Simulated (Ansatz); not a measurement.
Abridged Ansatz (a program for electronic structure) output:

```
Pseudopotential: B, paw, valence charge 3
Crystal: 12 atoms, lattice volume = 86.667 Å³
Basis set: ecut = 500 eV, 2193 PW (Γ), exchange–correlation on 160×160×160 points (64 copies of the dense FFT grid, shifted against one another)
Bands: 30, of which v1, the nominal top of the filled ones, is band 18 counted from 1 (17 counted from 0)
Symmetry: 12 space group operations
k-points: 44 of 343
Functional: x = r2scan, c = r2scan; τ floored in thin density (d = 2e-4 eV/Å³)
SCF iter   1: F=—  HF=-1881.219571 eV  |F-HF|=—  |Δ(HF+E_count)|=         —  Δρ=9.14e-2  dr2=1.10e1  dr2_τ=2.02e0  ethr=3.10e-3  ⟨swp⟩=6.8  Hψ=7172  notcnv=0  defer=66
SCF iter   2: F=—  HF=-1878.694318 eV  |F-HF|=—  |Δ(HF+E_count)|=    2.53e0  Δρ=3.61e-2  dr2=1.12e0  dr2_τ=4.72e-2  ethr=3.10e-3  ⟨swp⟩=3.4  Hψ=3058  notcnv=0  defer=245
SCF 1 converged in 9 iterations: F = -1878.649133 eV  dr2 = 1.13e-11
SCF converged after 9 iterations
Free energy (F): -1878.649133 eV
Internal energy: -1878.649133 eV  (E = F + TS)
E sigma→0 (E₀):  -1878.649133 eV
Fermi energy:    9.824482 eV
--- Forces (eV/Å), atoms counted from 1 ---
  atom   1  B      0.00094492    -0.00054555     0.00018407
  atom   2  B     -0.00094492     0.00054555    -0.00018407
  atom   3  B      0.00000000     0.00109110     0.00018407
  atom   4  B     -0.00000000    -0.00109110    -0.00018407
  atom   5  B     -0.00094492    -0.00054555     0.00018407
  atom   6  B      0.00094492     0.00054555    -0.00018407
  atom   7  B      0.00026836    -0.00015494     0.00008345
  atom   8  B     -0.00026836     0.00015494    -0.00008345
  atom   9  B      0.00000000     0.00030988     0.00008345
  atom  10  B     -0.00000000    -0.00030988    -0.00008345
  atom  11  B     -0.00026836    -0.00015494     0.00008345
  atom  12  B      0.00026836     0.00015494    -0.00008345
--- Stress (GPa, compression-positive) ---
        0.001643      -0.000000       0.000000
       -0.000000       0.001643      -0.000000
        0.000000       0.000000      -0.004604
  P = ⅓ Tr σ = -0.0004 GPa (-0.004 kbar)
```

**Question.** What was computed, and what are the main results?

**Answer.** B, 12 atoms in the cell, with DFT with r2SCAN, PAW potentials and a 500 eV plane-wave cutoff in Ansatz, no spin-orbit coupling, earlier PAW set. The last SCF converged to F = -1878.649133 eV, or -156.5541 eV per atom, at a pressure of 0.00 GPa. The total energy compares only with runs of the same code, potentials and settings.

Stability against distortions was not tested. The cell is B (space group R-3m, No. 166).
